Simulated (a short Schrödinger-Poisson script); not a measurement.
Structure: MOS inversion layer, HfO2 on p-type Ge(100), at 300 K.

| layer | material | thickness (nm) | Na (cm⁻³) |
|---|---|---|---|
| 1 | HfO2 | 12.8 | - |
| 2 | Ge | 630 | 4.3e17 |

Constants are typed, rounded textbook-type inputs, not results; the design itself was drawn at random and stands for no fabricated device. HfO2: permittivity 22, conduction-band edge (eV) 1.5, gap (eV) 5.7, electron mass (mₑ) 0.2. Ge: permittivity 16, conduction-band edge (eV) 0, gap (eV) 0.664, Nv at 300 K (cm⁻³) 6e18.

Channel valleys (confinement mass, in-plane density-of-states mass, number): L4 0.12, 0.295, 4. At the gate the conduction-band edge of layer 1 lies 1.83 eV − eVg above the Fermi level of the channel; the field vanishes at the back. Gaps are held at their typed values at every temperature. Mesh 0.03 nm at interfaces.

From a short Schrödinger-Poisson script (our own, NumPy): 1D Poisson equation in equilibrium, electrons classical, Boltzmann, parabolic valleys, classical holes, full ionisation, no traps, pinning or gate leakage.

The same stack at other levels of the model or other numerical settings:

```
run                                          sheet density of all electrons at Vg = 2 V (cm⁻²)  sheet density of all electrons at Vg = 0.8 V (cm⁻²)  capacitance at Vg = 2 V (μF/cm²)  centroid of the channel electrons at Vg = 2 V (nm)  rough cost against the base
-------------------------------------------  -------------------------------------------------  ---------------------------------------------------  --------------------------------  --------------------------------------------------  ---------------------------
base                                                                                   1.28e13                                              2.11e12                              1.47                                                0.52                      about 1
electrons treated as classical, Fermi-Dirac                                            1.20e13                                              2.02e12                              1.37                                                0.94                            5
electrons treated as quantum, Hartree                                                  1.01e13                                              1.24e12                              1.25                                                2.69                           20
mesh six times as coarse                                                               1.26e13                                              2.08e12                              1.45                                                0.61                          0.5
```

The classical rows ignore confinement, and Boltzmann statistics overrate the density once the band edge passes the Fermi level.

Only the L valleys are kept; under strong confinement the Δ valleys of Ge fill too.
